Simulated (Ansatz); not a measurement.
Consider BeS in the zinc blende structure (space group F-43m, No. 216; a = 4.876 Å).

Now apply this change: cell and atoms relaxed at a pressure of 7.5 GPa.

Levels (all Ansatz, an electronic-structure program, PAW): PBE (420 eV, spin-orbit coupling left out); r2SCAN (500 eV, scalar-relativistic without spin-orbit coupling); HSE06 (420 eV, without spin-orbit coupling); PBE+SOC (420 eV, spin-orbit coupling included).

One geometry, relaxed with PBE, under each level:

Notes on the quantities. hole mass: degenerate bands, along [100].

The valence-band top lists the three highest levels at Γ (Kramers pairs under SOC), from the VBM.

```json
[
 {"level": "PBE", "band gap": "2.98 eV", "lowest conduction level above the VBM at special points": "X 2.98 eV; K 4.29 eV; U 4.29 eV; Γ 5.62 eV", "valence-band top at Γ": "0.00, 0.00, 0.00 eV", "electron mass": "0.81 mₑ along k, 0.28 mₑ across (at X)", "hole mass": "0.35, 0.53, 0.53 mₑ (at Γ)", "pressure": "75.0 kbar"},
 {"level": "r2SCAN", "band gap": "___", "lowest conduction level above the VBM at special points": "___", "valence-band top at Γ": "–", "electron mass": "___", "hole mass": "___", "pressure": "___"},
 {"level": "HSE06", "band gap": "3.92 eV", "lowest conduction level above the VBM at special points": "X 3.92 eV; K 5.31 eV; U 5.31 eV; Γ 6.84 eV", "valence-band top at Γ": "–", "electron mass": "–", "hole mass": "–", "pressure": "–"},
 {"level": "PBE+SOC", "band gap": "2.95 eV", "lowest conduction level above the VBM at special points": "X 2.95 eV; K 4.25 eV; U 4.25 eV; Γ 5.58 eV", "valence-band top at Γ": "0.00, 0.00, -0.10 eV", "electron mass": "0.81 mₑ along k, 0.28 mₑ across (at X)", "hole mass": "0.39, 0.52 mₑ (at Γ)", "pressure": "75.0 kbar"}
]
```

**Question.** Give the withheld r2SCAN results.

**Answer.** 
- r2SCAN, band gap: 3.43 eV
- r2SCAN, lowest conduction level above the VBM at special points: X 3.43 eV; K 4.76 eV; U 4.76 eV; Γ 6.19 eV
- r2SCAN, electron mass: 0.77 mₑ along k, 0.28 mₑ across (at X)
- r2SCAN, hole mass: 0.35, 0.52, 0.52 mₑ (at Γ)
- r2SCAN, pressure: 72.8 kbar

Single points use the geometry relaxed with PBE. Their cutoffs differ, which shifts pressures a little. HSE06 gaps are upper bounds (no full band path). Differences between runs with and without spin-orbit coupling are approximate. Load acts through the strain it causes; cell and atoms are relaxed under it. Masses are band curvatures over ±0.01 Å⁻¹ around the edge. Along k means along the line from Γ to the band edge. Stability against distortions was not tested. Competing high-pressure phases were not computed.
